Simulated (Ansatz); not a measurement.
## Phonon-limited transport in CaSi2 (P-3m1)

Given:

```xyz
3
Lattice="3.8753 0.0000 0.0000 -1.9377 3.3561 0.0000 0.0000 0.0000 4.7972" Properties=species:S:1:pos:R:3 pbc="T T T"
Ca     0.0000     0.0000     0.0000
Si     1.9377     1.1187     2.8092
Si     0.0000     2.2374     1.9880
```

Level of theory: PBEsol, DFPT electron-phonon coupling, linearised Boltzmann equation (plane waves, PAW, scalar-relativistic; Ansatz, a program for electronic structure). How the cell was made: relaxed with this functional, without spin-orbit coupling.

resistivity at 300 K: 17.6 (x), 17.6 (y), 34 (z) μΩ·cm
electron-phonon coupling λ: 0.24
transport coupling λ_tr: 0.24
logarithmic mean phonon energy: 21 meV
density of states at the Fermi level: 0.31 states/(eV·spin·cell)
Tc for μ* = 0.10 (anisotropic Eliashberg): below 1 K
Tc for μ* = 0.13 (anisotropic Eliashberg): below 1 K

A metal at this level (no band gap). Only scattering by harmonic phonons is included (no impurities, grain boundaries, electron-electron scattering or thermal expansion). Spin-orbit coupling is left out. The run warned that the eigensolver left some states short of its tolerance. Halving the electron mesh (24x24x20) moves the resistivity by up to 11 % at 300 K, the coupling by up to 2 %. Smearing 0.20 eV; phonons on a 4x4x3 q mesh, which this run doesn't test. Tc comes from the anisotropic Migdal-Eliashberg equations with μ*, a chosen number, referred to 29 meV.

Formula and space group known from diffraction (Crystallography Open Database), not checked to be the room-temperature form: CaSi2 (P-3m1).
